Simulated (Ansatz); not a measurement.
Start from CdS in the wurtzite structure (space group P6_3mc, No. 186; a = 4.124 Å, c = 6.708 Å). Axes: x lies along a and z along c of the hexagonal cell.

All numbers come from PBEsol (Ansatz, an electronic-structure program), no spin-orbit coupling.

Strains are applied to the cell and any free atomic positions relax.

One change was made to it. Results:

```csv
quantity,base,after
band gap,1.09 eV,1.14 eV
shortest interatomic distance,252.1 pm,251.2 pm
width of the top valence band,1.74 eV,1.77 eV
gap character,direct at Γ,direct at Γ
```

Q: Name the change that was made.
A) uniaxial strain ε_zz = −1.20 %
B) uniaxial strain ε_zz = −3.00 %
C) uniaxial strain ε_zz = −2.40 %

A: A, uniaxial strain ε_zz = −1.20 %. For comparison, the shortest interatomic distance in the other runs: uniaxial strain ε_zz = −3.00 % gives 249.7 pm; uniaxial strain ε_zz = −2.40 % gives 250.2 pm.

Stability against distortions was not tested.
